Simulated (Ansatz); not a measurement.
# TaSi2: pressure −1 GPa

Take TaSi$_{2}$ (space group P6_222, No. 180; a = 4.7760 Å, c = 6.5628 Å) as the base.

It is then changed as follows: a negative pressure, −1 GPa.

Method: Kohn–Sham DFT with the r2SCAN functional, run in Ansatz (a first-principles code) with PAW and 500 eV plane waves, no spin-orbit coupling. k-mesh 11×11×7 (Γ-centred); smearing 0.05 eV (Fermi–Dirac).

The volume per atom grows by 0.08 Å³ to 14.48 Å³ and the density shrinks by 0.05 g/cm³, from 9.11 g/cm³ to 9.06 g/cm³. The lattice parameter a rises by 0.009 Å (4.776 Å → 4.785 Å) and the c/a ratio stays essentially unchanged (1.374 against 1.373). The shortest interatomic distance increases by 0.004 Å to 2.554 Å and the enthalpy H = E + PV relative to the base's energy is -0.09 eV/atom. The band gap remains zero.

Load acts through the strain it causes; cell and atoms are relaxed under it. Whether these cells are dynamically stable was not tested. All final runs are without spin polarisation. An odd electron count without spin: TaSi2.
